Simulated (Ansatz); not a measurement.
Take ZnSe in the zinc blende structure (space group F-43m, No. 216) as the base.

```
ZnSe
1.0
    0.00000     2.83273     2.83273
    2.83273     0.00000     2.83273
    2.83273     2.83273     0.00000
Se Zn
1 1
Cartesian
  4.24909   4.24909   4.24909
  0.00000   0.00000   0.00000
```

Cartesian axes are those of the cell as printed.

Computed with Kohn–Sham DFT with the r2SCAN functional, run in Ansatz (a program for electronic structure) with PAW and 500 eV plane waves, no spin-orbit coupling.

For the base:

| Item | Result |
|---|---|
| Valence-band top at Γ | 0.00, 0.00, 0.00 eV |
| Valley order | Γ 1.87 eV; L along ⟨111⟩ 3.05 eV; X along ⟨100⟩ 3.34 eV |

Modification: a pure shear with ε_xy = ε_yx = -0.0247, atoms relaxed at fixed cell.

**Question.** What happens to the energy relative to the base?

**Answer.** The energy increases by 7.2 meV/atom.

**Question.** What does the calculation give for the valence-band top at Γ after the change?

**Answer.** The valence-band top at Γ (three highest levels, from the VBM) goes from 0.00, 0.00, 0.00 eV to 0.00, -0.17, -0.29 eV.

**Question.** What happens to the valley order?

**Answer.** The valley order (the lowest conduction-band minima on the path, energy above the VBM, named in the base's zone) goes from Γ 1.87 eV; L along ⟨111⟩ 3.05 eV; X along ⟨100⟩ 3.34 eV to Γ 1.69 eV; L along [111] 2.70 eV; X along [001] 2.96 eV; L along [1-11] 3.09 eV.

The levels and masses belong to the bands next to the band gap. The cells carry an imposed strain or load. Stability against distortions was not tested.
